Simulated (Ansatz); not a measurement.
Smallest direct gap on the k points sampled of ZrTiO4 (model structure, started from the ZrSiO4 type, I4₁/amd, No. 141, 12 atoms in the cell) at several levels of theory

No measured value is used here.

| level (code) | value (eV) | cell (Å³/atom) |
|---|---|---|
| LDA (Ansatz) | 3.51 | 11.89 |
| PBEsol (Ansatz) | [?] | 12.18 |
| r²SCAN (Ansatz) | 3.98 | 12.18 |
| r²SCAN+rVV10 (Ansatz) | 3.94 | 12.23 |

Question: Complete the blanks.

Answer: 
- PBEsol (Ansatz, an electronic-structure program), value (eV): 3.47

Computed values are for a static lattice. Spin–orbit coupling is included only where a level's name says +SOC; with heavier elements it mostly lowers gaps and can invert bands.  Values are at the level's own equilibrium cell; PBEsol at the PBEsol cell; r²SCAN at the PBEsol cell. Cutoffs differ between the levels. Ansatz's density-functional and Hartree–Fock values are scalar-relativistic unless marked +SOC, with PAW data made under PBE.

A model structure was made by putting elements into a prototype or built by hand; it is no filed structure, need not be a known phase, and can be a saddle point held by its symmetry.
